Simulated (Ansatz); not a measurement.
Cl on the 1x1 (110) surface of bcc W, one in a 3x3 cell, energies for each (64.5 Å²). Energies are against ½ Cl2(g), without zero-point or thermal terms; each row is named by its start.

These are PBE (plane waves to 420 eV, PAW; Ansatz, a first-principles code) values and carry that method's errors.

Model: 37-atom slab, 6.6 Å thick at the start under the adsorbate (thin: gaps and levels are the slab's own), 4x4x1 mesh, Fermi-Dirac 0.1 eV, dipole correction, 18 atoms held, the rest relaxed; each run with such symmetry as its start has; no spin, no spin-orbit, no U, no dispersion correction.

A negative adsorption energy means that the adsorbate is more stable on the surface than in its reference. Heights count from the host atoms within 0.3 Å of the top one.

```json
[
 {"starting site": "top W", "E_ads (eV)": "(withheld)", "height (Å)": "2.51", "nearest host atom (Å)": "W 2.32", "bonded to": "W", "Δ work function (eV)": "(withheld)", "lateral drift (Å)": "0.0"},
 {"starting site": "hollow W-W-W", "E_ads (eV)": "(withheld)", "height (Å)": "1.93", "nearest host atom (Å)": "W 2.49", "bonded to": "3 W", "Δ work function (eV)": "-0.20", "lateral drift (Å)": "0.1"}
]
```

Some entries are withheld; supply them.


- top W, E_ads (eV): -2.14
- top W, Δ work function (eV): 0.20
- hollow W-W-W, E_ads (eV): -2.65
